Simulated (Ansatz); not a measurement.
**Response to strain in PtGe**

The parent structure is PtGe (space group Pnma, No. 62; a = 5.8190 Å, b = 3.7573 Å, c = 6.1752 Å). Axes: x, y, z lie along a, b, c of the conventional cell.

Strains are applied to the cell and any free atomic positions relax; under biaxial strain the out-of-plane vector relaxes too.

Levels (all Ansatz, a program for electronic structure, PAW, earlier PAW set): PBE (420 eV, without spin-orbit coupling); r2SCAN (500 eV, no SOC).

The base cell above is that of PBE; each level relaxes its own structures.

Notes on the quantities. pressure: mean of the normal stresses, compression positive.

```tsv
case	pressure, PBE	pressure, r2SCAN
biaxial strain −0.26 %, plane normal [001], relaxed out of plane	0.4 GPa	0.4 GPa
isotropic strain +0.48 %	-2.0 GPa	…
uniaxial strain ε_yy = +4.95 %	-5.9 GPa	…
```

**Question.** Some entries are withheld; estimate them.

**Answer.** 
- isotropic strain +0.48 %, pressure, r2SCAN: -2.2 GPa
- uniaxial strain ε_yy = +4.95 %, pressure, r2SCAN: -6.7 GPa

The two levels differ by at most about 0.7 GPa. They put the cases in the same order.

Without a gap, meshes like the base's 8×12×8 leave anisotropic stresses uncertain by several tenths of a GPa, and small strain energies with them. Stability against distortions was not tested. The final runs are not spin-polarised.
